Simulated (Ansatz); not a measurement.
Base system: CsSnI₃ in the cubic perovskite structure (space group Pm-3m, No. 221; a = 6.131 Å). Axes: x, y, z lie along the cube axes.

All numbers come from PBEsol in Ansatz (plane waves to 420 eV, PAW, no SOC).

For the base:

```
Property    Result
--------  --------
Pressure  0.0 kbar
```

One thing is altered: the cell is stretched by 1.20 % along z with no lateral relaxation, atoms relaxed at fixed cell.

Question: What does the calculation give for the pressure and energy relative to the base after the change?

Answer: The pressure (mean of the normal stresses, compression positive) goes from zero to -2.0 kbar; the energy goes up by 0.9 meV/atom.

The cells carry an imposed strain or load. No phonon test of stability was made. Many cubic perovskites are stable only at high temperature; tilts and polar distortions were not tested.

Ansatz is an electronic-structure program.
